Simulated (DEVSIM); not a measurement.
abrupt In0.53Ga0.47As n-p junction

System: abrupt In0.53Ga0.47As n-p junction, at 300 K.

| layer (left to right) | material | thickness (μm) | Nd (cm⁻³) | Na (cm⁻³) | τn (s) | τp (s) |
|---|---|---|---|---|---|---|
| 1 | In0.53Ga0.47As | 0.250 | 3.6e16 | - | 7.4e-8 | 7.4e-8 |
| 2 | In0.53Ga0.47As | 0.860 | - | 7.3e16 | 7.4e-9 | 7.4e-8 |

Left contact: ohmic. Right contact: ohmic. Voltage is applied to the left contact. Recombination: SRH at mid-gap. Mobility is constant in doping.

The device is made up for the run: typed textbook-type constants, with dimensions and the other settings drawn at random. Values at 300 K.

| parameter | In0.53Ga0.47As |
|---|---|
| gap (eV) | 0.74 |
| affinity (eV) | 4.51 |
| permittivity | 13.9 |
| Nc (cm⁻³) | 2.1e17 |
| Nv (cm⁻³) | 7.7e18 |
| μn (cm²/Vs) | 12000 |
| μp (cm²/Vs) | 300 |

Simulated with DEVSIM: 1D drift-diffusion, Boltzmann statistics, complete ionisation; no tunnelling, impact ionisation, image-force lowering or self-heating.

```json
{
  "potential_step_across_the_device_at_zero_bias": "0.574 V",
  "largest_field_in_the_device_at_zero_bias": "57000 V/cm",
  "Dark forward voltage at 1 A/cm²": "0.310 V",
  "Dark forward voltage at 100 A/cm²": "0.431 V"
}
```

Dark forward current:

(V (V), J (A/cm²)): (-0.05, -4.3e-5); (-0.10, -0.00032); (-0.15, -0.0022); (-0.20, -0.015); (-0.25, -0.100); (-0.30, -0.68); (-0.35, -4.6); (-0.40, -31); (-0.45, -210); (-0.50, -1300); (-0.55, -6000)
